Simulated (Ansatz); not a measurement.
The parent structure is CaB$_{6}$ (space group Pm-3m, No. 221; a = 4.1271 Å). Axes: x, y, z lie along the cube axes.

Level of theory: PBEsol, PAW, 420 eV (Ansatz, a program for electronic structure; no SOC).

Strains are applied to the cell and any free atomic positions relax.

One change was made to it. Results:

| quantity | base | after |
|---|---|---|
| pressure (mean of the normal stresses, compression positive) | 0.0 GPa | 4.3 GPa |
| shortest interatomic distance | 1.664 Å | 1.642 Å |
| energy relative to the base (free energy F) | 0 meV/atom | +3.8 meV/atom |

Problem. What was done to the base?
(A) uniaxial strain ε_yy = −4.33 %
(B) uniaxial strain ε_yy = −0.49 %
(C) strain tensor (xx, yy, zz, yz, xz, xy) = (−0.99, −1.07, −0.60, +0.15, +0.64, +0.08) %

Solution. C, strain tensor (xx, yy, zz, yz, xz, xy) = (−0.99, −1.07, −0.60, +0.15, +0.64, +0.08) %. For comparison, the energy relative to the base in the other runs: uniaxial strain ε_yy = −0.49 % gives +0.3 meV/atom; uniaxial strain ε_yy = −4.33 % gives +28 meV/atom.

A case with no gap was solved on a k-mesh chosen for an insulator, which is coarse for it. Stability against distortions was not tested. All final runs are without spin polarisation.
